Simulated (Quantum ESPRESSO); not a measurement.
## Effort and miss along a sweep of nbnd: the (111) slab of Y (cut from a parent of space group no. 194; 10 atoms in the cell)

Cell: a = 6.4038 Å, b = 7.0199 Å, c = 23.8287 Å, α = 90.00°, β = 90.00°, γ = 62.86°.

Computed with PBEsol, GBRV 1.5 ultrasoft (PBESOL) pseudopotentials (plane waves; Quantum ESPRESSO).

Base settings: ecutwfc = 40 Ry; ecutrho = 320 Ry; occupations = smearing; smearing = fermi-dirac; degauss = 0.0073499 Ry; potentials = {Y: y_pbesol_v1.4.uspp.F.UPF}; K_POINTS = automatic 3 3 1 0 0 0; tefield = true; dipfield = true; edir = 3.

Misses are taken against the tightest run, 63, which need not be fully converged itself. The energy is the free energy per atom.

The count of work is k-points × plane waves × bands × iterations; it is no time, and leaves out set-up, grids and terms that scale otherwise. 

The starting cell comes from a database of computed structures (which also holds hypothetical and non-ambient phases and stackings), without a prior relaxation at this level. The slab is cut from that crystal, and its faces are unrelaxed. Its lattice was rescaled in the plane by a random factor within 2.5 % of one.

| nbnd | energy less reference (meV/atom) | largest difference in the force on any atom (eV/Å) | count of work / reference |
|---|---|---|---|
| 56 | 12.35 | 0.050 | 2.5 |
| 57 | 4.51 | 0.024 | 1.2 |
| 59 | 0.59 | 0.003 | 1.00 |
| 63 | 0.00 | 0.000 | 1.0 |

Coarsest setting among those run that, with all tighter ones, holds the energy within 5 meV/atom of the reference: 57, off by 4.5 meV/atom; its saving against the reference is no more than about a factor of 2 in the count of work.

Coarsest setting among those run that, with all tighter ones, holds the energy within 2 meV/atom of the reference: 59, off by 0.59 meV/atom; its saving against the reference is no more than about a factor of 2 in the count of work.

Left out of this page: 1 run of the series failed or unconverged; 3 runs of the series outside the window shown, repeating another row's setting, or not comparable.
